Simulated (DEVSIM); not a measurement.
Device: Al/Al2O3/p-Ge capacitor, at 250 K.

| layer (left to right) | material | thickness (nm) | Na (cm⁻³) |
|---|---|---|---|
| 1 | Al2O3 | 11.0 | - |
| 2 | Ge | 13000 | 2.1e15 |

Metal gate on the left, work function 4.1 eV. Fixed charge at the semiconductor interface -1.9e11 cm⁻² (in units of +e); no interface traps.

This is a model device: material constants are rounded textbook-type values typed into the input, and sizes, dopings and lifetimes were drawn at random. Values at 300 K; Nc and Nv go as T^1.5, mobilities as T to minus their exponent, the gap by Varshni's rule with the affinity fixed.

```tsv
parameter	Al2O3	Ge
gap (eV)	6.8	0.664
affinity (eV)	1.35	4
permittivity	9	16
Nc (cm⁻³)	-	1.04e19
Nv (cm⁻³)	-	6e18
Varshni α (eV/K)	-	0.000477
Varshni β (K)	-	235
```

Simulated with DEVSIM: 1D Poisson equation in equilibrium, Boltzmann statistics, complete ionisation; no quantum confinement or tunnelling. Metal contacts follow the ideal Schottky-Mott rule: no Fermi-level pinning, no interface dipoles.

Task: Tabulate band edges, carrier densities and field at -0.1 V on the gate.

Result: Energies count from the Fermi level of the right contact; mesh points crowd at the junctions.

```json
[
 {"x (μm)": "0.000", "Ec (eV)": "2.850", "Ev (eV)": "-3.950", "n (cm⁻³)": "< 1e2", "p (cm⁻³)": "< 1e2", "field (V/cm)": "57000"},
 {"x (μm)": "0.001559", "Ec (eV)": "2.859", "Ev (eV)": "-3.941", "n (cm⁻³)": "< 1e2", "p (cm⁻³)": "< 1e2", "field (V/cm)": "57000"},
 {"x (μm)": "0.004925", "Ec (eV)": "2.878", "Ev (eV)": "-3.922", "n (cm⁻³)": "< 1e2", "p (cm⁻³)": "< 1e2", "field (V/cm)": "57000"},
 {"x (μm)": "0.008696", "Ec (eV)": "2.900", "Ev (eV)": "-3.901", "n (cm⁻³)": "< 1e2", "p (cm⁻³)": "< 1e2", "field (V/cm)": "57000"},
 {"x (μm)": "0.01100", "Ec (eV)": "0.263", "Ev (eV)": "-0.420", "n (cm⁻³)": "4.0e13", "p (cm⁻³)": "1.5e10", "field (V/cm)": "38000"},
 {"x (μm)": "0.01284", "Ec (eV)": "0.265", "Ev (eV)": "-0.418", "n (cm⁻³)": "3.7e13", "p (cm⁻³)": "1.7e10", "field (V/cm)": "10000"},
 {"x (μm)": "0.01732", "Ec (eV)": "0.269", "Ev (eV)": "-0.414", "n (cm⁻³)": "3.0e13", "p (cm⁻³)": "2.1e10", "field (V/cm)": "10000"},
 {"x (μm)": "0.03520", "Ec (eV)": "0.287", "Ev (eV)": "-0.395", "n (cm⁻³)": "1.3e13", "p (cm⁻³)": "4.9e10", "field (V/cm)": "10000"},
 {"x (μm)": "0.07535", "Ec (eV)": "0.325", "Ev (eV)": "-0.357", "n (cm⁻³)": "2.2e12", "p (cm⁻³)": "2.9e11", "field (V/cm)": "9000"},
 {"x (μm)": "0.1734", "Ec (eV)": "0.402", "Ev (eV)": "-0.281", "n (cm⁻³)": "6.2e10", "p (cm⁻³)": "1.0e13", "field (V/cm)": "6700"},
 {"x (μm)": "0.4183", "Ec (eV)": "0.499", "Ev (eV)": "-0.184", "n (cm⁻³)": "6.8e8", "p (cm⁻³)": "9.1e14", "field (V/cm)": "1700"},
 {"x (μm)": "1.442", "Ec (eV)": "0.517", "Ev (eV)": "-0.166", "n (cm⁻³)": "3.0e8", "p (cm⁻³)": "2.1e15", "field (V/cm)": "≈ 0"},
 {"x (μm)": "3.585", "Ec (eV)": "0.517", "Ev (eV)": "-0.166", "n (cm⁻³)": "3.0e8", "p (cm⁻³)": "2.1e15", "field (V/cm)": "≈ 0"},
 {"x (μm)": "8.220", "Ec (eV)": "0.517", "Ev (eV)": "-0.166", "n (cm⁻³)": "3.0e8", "p (cm⁻³)": "2.1e15", "field (V/cm)": "≈ 0"},
 {"x (μm)": "11.64", "Ec (eV)": "0.517", "Ev (eV)": "-0.166", "n (cm⁻³)": "3.0e8", "p (cm⁻³)": "2.1e15", "field (V/cm)": "≈ 0"},
 {"x (μm)": "12.46", "Ec (eV)": "0.517", "Ev (eV)": "-0.166", "n (cm⁻³)": "3.0e8", "p (cm⁻³)": "2.1e15", "field (V/cm)": "≈ 0"},
 {"x (μm)": "12.79", "Ec (eV)": "0.517", "Ev (eV)": "-0.166", "n (cm⁻³)": "3.0e8", "p (cm⁻³)": "2.1e15", "field (V/cm)": "≈ 0"},
 {"x (μm)": "12.93", "Ec (eV)": "0.517", "Ev (eV)": "-0.166", "n (cm⁻³)": "3.0e8", "p (cm⁻³)": "2.1e15", "field (V/cm)": "≈ 0"},
 {"x (μm)": "12.99", "Ec (eV)": "0.517", "Ev (eV)": "-0.166", "n (cm⁻³)": "3.0e8", "p (cm⁻³)": "2.1e15", "field (V/cm)": "≈ 0"},
 {"x (μm)": "13.00", "Ec (eV)": "0.517", "Ev (eV)": "-0.166", "n (cm⁻³)": "3.0e8", "p (cm⁻³)": "2.1e15", "field (V/cm)": "≈ 0"},
 {"x (μm)": "13.01", "Ec (eV)": "0.517", "Ev (eV)": "-0.166", "n (cm⁻³)": "3.0e8", "p (cm⁻³)": "2.1e15", "field (V/cm)": "≈ 0"},
 {"x (μm)": "13.01", "Ec (eV)": "0.517", "Ev (eV)": "-0.166", "n (cm⁻³)": "3.0e8", "p (cm⁻³)": "2.1e15", "field (V/cm)": "≈ 0"}
]
```
